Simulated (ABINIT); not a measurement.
A self-consistent single point of GaN (P6_3mc, 4 atoms in the cell) with ABINIT.

Computed with LDA (PW92), PAW (JTH v2.0 LDA PAW) (plane waves; ABINIT 10.0.3).

```
CELL_PARAMETERS angstrom
      3.12037     0.00000     0.00000
     -1.56018     2.70232     0.00000
      0.00000     0.00000     5.08072
ATOMIC_POSITIONS crystal
  Ga 0.66667 0.33333 0.49908
  Ga 0.33333 0.66667 0.99908
  N  0.66667 0.33333 0.87592
  N  0.33333 0.66667 0.37592
```

Reference input (self-consistent single point, DFT, PBE, plane waves, PAW (JTH v2.0 PBE PAW)): pseudos = [Ga.GGA_PBE-JTH.xml, N.GGA_PBE-JTH.xml]; ecut = 26 Ha; pawecutdg = 52 Ha; pawxcdev = 0; occopt = 1; ngkpt = 10 10 5; nshiftk = 1; shiftk = 0 0 0; potentials = JTH v2.0 PBE PAW; nband = 22; kptopt = 1; nstep = 80. This run's input differs from it in these lines:

```diff
@@ -1,4 +1,4 @@
-# GaN, JTH v2.0 PBE PAW
+# GaN, JTH v2.0 LDA PAW
 pp_dirpath "./"
-pseudos "Ga.GGA_PBE-JTH.xml, N.GGA_PBE-JTH.xml"
+pseudos "Ga.LDA_PW-JTH.xml, N.LDA_PW-JTH.xml"
 acell 3*1.0
```

Its files differ too (potentials: JTH v2.0 PBE PAW → JTH v2.0 LDA PAW).

Output (repeated stretches shortened):

```
--- !BeginCycle
solver: {iscf: 17, nstep: 80, nline: 4, wfoptalg: 10, }
tolerances: {tolvrs: 1.00E-10, }
...

     iter   Etot(hartree)      deltaE(h)  residm     nres2
 ETOT  1  -178.14483960609    -1.781E+02 1.107E+00 4.241E+01
 ETOT  2  -178.76981944923    -6.250E-01 3.262E-02 8.327E+00
 ETOT  3  -178.76095484651     8.865E-03 1.959E-02 6.542E-01
 ETOT  4  -178.76057591482     3.789E-04 1.650E-03 5.060E-02
 ETOT  5  -178.76047383585     1.021E-04 4.702E-04 3.855E-03
   [... 7 lines left out ...]
 ETOT 13  -178.76051846331    -3.240E-12 9.437E-06 5.206E-10
 ETOT 14  -178.76051846331    -4.547E-13 2.115E-05 6.739E-10
 ETOT 15  -178.76051846331     1.194E-12 7.427E-06 1.522E-10
 ETOT 16  -178.76051846331     5.684E-14 1.600E-05 3.652E-11
 At SCF step   16       nres2   =  3.65E-11 < tolvrs=  1.00E-10 =>converged.

 Cartesian components of stress tensor (hartree/bohr^3)
  sigma(1 1)= -2.28214240E-04  sigma(3 2)=  0.00000000E+00
  sigma(2 2)= -2.28214240E-04  sigma(3 1)=  0.00000000E+00
  sigma(3 3)= -2.35598094E-04  sigma(2 1)= -1.97502974E-13

 ----iterations are completed or convergence reached----

 reduced coordinates (array xred) for    4 atoms
       0.666666666667      0.333333333333      0.499080000000
       0.333333333333      0.666666666667      0.999080000000
       0.666666666667      0.333333333333      0.875920000000
       0.333333333333      0.666666666667      0.375920000000
 cartesian forces (eV/Angstrom) at end:
    1     -0.00000000000000    -0.00000000000000     0.02234877434122
   [... lines left out ...]
 Fermi (or HOMO) energy (hartree) =   0.23737   Average Vxc (hartree)=  -0.41646
 Fermi (or HOMO) energy (eV) =   6.45925   Average Vxc (eV)= -11.33258
   [... lines left out ...]
local_psp           : -1.27523948319370E+02
total_energy        : -1.78760519996863E+02
total_energy_eV     : -4.86432112864784E+03
...

-Cartesian components of stress tensor (GPa)         [Pressure=  6.7867E+00 GPa]
- sigma(1 1)= -6.71429361E+00  sigma(3 2)=  0.00000000E+00
- sigma(2 2)= -6.71429361E+00  sigma(3 1)=  0.00000000E+00
- sigma(3 3)= -6.93153408E+00  sigma(2 1)= -5.81073714E-09

 Calculation completed.
```

The run converged in 16 iterations. Against the reference run the pressure goes from 20.40 to 6.79 GPa, the largest force hardly changes (0.023 to 0.022 eV/Å) and the gap on the mesh goes from 2.327 to 2.343 eV.

The starting cell comes from a database of computed structures (which also holds hypothetical and non-ambient phases and stackings), without a prior relaxation at this level. Its lattice was rescaled by a random factor within 2.5 % of one. With a pressure of about 7 GPa the cell is away from its equilibrium volume at this level.

Cost on one core of a shared machine: roughly 2 min.
